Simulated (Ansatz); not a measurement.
Ansatz (an electronic-structure program), DFT, PBEsol, plane waves, its default PAW files: BaH2, long cell, atoms displaced (from the phase in space group 62, mp-23715) (H24Ba12), 36 atoms. Basis and mesh were picked for this test and aren't claimed converged.

| Property | Value |
|---|---|
| cell | 6.84, 4.18, 23.67 Å; 90, 90, 90° |
| distance to the nearest atom | 2.54 to 2.83 Å |
| task | single point |
| k mesh | 4×6×1 |
| hamiltonian.xc | pbesol |
| kind of files | paw |
| scf.occupations.method | fermi_dirac |
| scf.occupations.width | 0.05 eV |
| output.forces | true |
| binding of workers (--pin) | off |
| k-point pools (--kpoint-pools) | 1 |
| memory maximum (--max-ram) | 8GiB |
| accuracy | medium (default) |
| basis.precision | auto (default) |
| basis.xc_grid | 2 (default) |
| scf.mixing.algorithm | auto (default) |
| scf.mixing.preconditioner | auto (default) |
| scf.convergence.dr2_threshold | 6.76819e-07 (default) |
| scf.lower_state_search | light (default) |
| k-points after symmetry | 14 |
| bands at the start | 108 |
| electrons | 144 |
| plane waves at Γ | 13153 |
| cutoff (eV) | 420 |
| FFT grid | 48×30×160 |
| symmetry operations | 1 |

One run each.

All on 4 threads. Base settings, kept where nothing else is said: scf.eigensolver.kind = auto (default), scf.eigensolver.mixed_precision = false (default), scf.eigensolver.cushion = auto (default), scf.eigensolver.full_accuracy = false (default), scf.algorithm = auto (default) (scf.eigensolver.max_subspace_factor, scf.eigensolver.real_solve not set). The settings tried:
- scf.eigensolver.mixed_precision = true
- scf.eigensolver.full_accuracy = true
- the base settings
- scf.eigensolver.kind = davidson, scf.eigensolver.cushion = true
- scf.eigensolver.kind = davidson, scf.eigensolver.max_subspace_factor = 6
- scf.eigensolver.kind = davidson, scf.eigensolver.max_subspace_factor = 2
- scf.algorithm = density_mixing
- scf.eigensolver.real_solve = false
- scf.algorithm = direct_min
- scf.eigensolver.kind = davidson
- scf.eigensolver.kind = davidson, scf.eigensolver.mixed_precision = true

**Question.** Name the extremes by applications of H to a band: fewest, most, and any that don't converge.

**Answer.** Fewest applications of H to a band, with those close behind: scf.eigensolver.real_solve = false (22163); the base settings (22218); scf.algorithm = density_mixing (22218). Most among those that reach the base run's result: scf.algorithm = direct_min (77321). All converged.

| setting | applications of H to a band | SCF iterations (all cycles of the run, searches included) | end |
|---|---|---|---|
| scf.eigensolver.real_solve = false | 22163 | 6 | converged |
| the base settings | 22218 | 6 | converged |
| scf.algorithm = density_mixing | 22218 | 6 | converged |
| scf.eigensolver.kind = davidson, scf.eigensolver.max_subspace_factor = 6 | 34075 | 6 | converged |
| scf.eigensolver.kind = davidson, scf.eigensolver.mixed_precision = true | 38244 | 6 | converged |
| scf.eigensolver.mixed_precision = true | 38244 | 6 | converged |
| scf.eigensolver.kind = davidson | 41993 | 8 | converged |
| scf.eigensolver.kind = davidson, scf.eigensolver.cushion = true | 46230 | 8 | converged |
| scf.eigensolver.full_accuracy = true | 52708 | 6 | converged |
| scf.eigensolver.kind = davidson, scf.eigensolver.max_subspace_factor = 2 | 55733 | 8 | converged |
| scf.algorithm = direct_min | 77321 | 6 | converged |

An iteration's cost differs between solvers, so these counts don't give the time.

Keys are those of Ansatz 0.2.
